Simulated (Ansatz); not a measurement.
Take BeSe in the zinc blende structure (space group F-43m, No. 216; a = 5.178 Å) as the base.

Level of theory: DFT with PBE, PAW potentials and a 420 eV plane-wave cutoff in Ansatz (a program for electronic structure), no SOC.

Carriers are added at fixed cell with a uniform background; the Fermi–Dirac width is that of 300 K.

One change was made to it. Results:

The gap character is still indirect, Γ → X; the gap between the host's bands falls by 0.127 eV to 2.55 eV; the Fermi level relative to the doped band's edge (positive inside the band; to 0.05 eV) amounts to +1.20 eV.

Problem. Name the change that was made.
A) electrons 7.0×10^21 cm⁻³
B) electrons 5.0×10^20 cm⁻³
C) holes 5.0×10^20 cm⁻³
D) holes 1.5×10^21 cm⁻³
E) electrons 1.5×10^21 cm⁻³

Solution. A, electrons 7.0×10^21 cm⁻³. For comparison, the Fermi level from band edge in the other runs: holes 1.5×10^21 cm⁻³ gives +0.25 eV; holes 5.0×10^20 cm⁻³ gives +0.10 eV; electrons 1.5×10^21 cm⁻³ gives +0.50 eV; electrons 5.0×10^20 cm⁻³ gives +0.25 eV.

Carriers are added with a uniform compensating background; total energy and stress of such cells depend on the potential's zero and are not compared; many-body gap narrowing is missing at this level. Stability against distortions was not tested.
